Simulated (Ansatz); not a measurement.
Defect: C vacancy in 4H silicon carbide strained by +1.5 % along x and y, z held, charge state +2. Method: PBE, PAW (plane waves to 420 eV; Ansatz, a program for electronic structure).

Cell of 72 host sites held at the strained lattice (strain from the relaxed PBE one, atoms relaxed); a 2×2×2 k-point mesh shifted by half a step along c; Fermi-Dirac width 0.01 eV, spin-restricted; finite-size errors left in. Energies are static. The charge state is imposed; whether it is stable for some Fermi level was not computed. Forms of the defect that were not tried may lie lower.

A. one C atom jumps into the vacancy from a nearby C site; the atom moves 3.14 Å along (-1.00, -1.00, 0.00) of the unit cell; the moving atom starts with neighbours Si at 1.88, Si at 1.91, Si at 1.92, Si at 1.94 Å and ends with Si at 1.88, Si at 1.91, Si at 1.92, Si at 1.94 Å; saddle order not checked, on a symmetry element.
B. one C atom jumps into the vacancy from a nearby C site; the atom moves 3.10 Å along (0.33, 0.67, -0.25) of the unit cell; the moving atom starts with neighbours Si at 1.87, Si at 1.91, 2 Si at 1.94 Å and ends with Si at 1.88, 2 Si at 1.92, Si at 1.94 Å; saddle order not checked.
C. one C atom jumps into the vacancy from a nearby C site; the atom moves 3.09 Å along (-0.33, -0.66, 0.25) of the unit cell; the moving atom starts with neighbours Si at 1.87, 2 Si at 1.92, Si at 1.94 Å and ends with Si at 1.87, 2 Si at 1.92, Si at 1.95 Å; saddle order not checked, on a symmetry element.

A band can be held on a symmetry element, so unchecked saddle points there may be too high.

Rank these by forward barrier (lowest first), as PBE, PAW gives it.

C (4.89 eV), B (5.12 eV), A (5.23 eV)
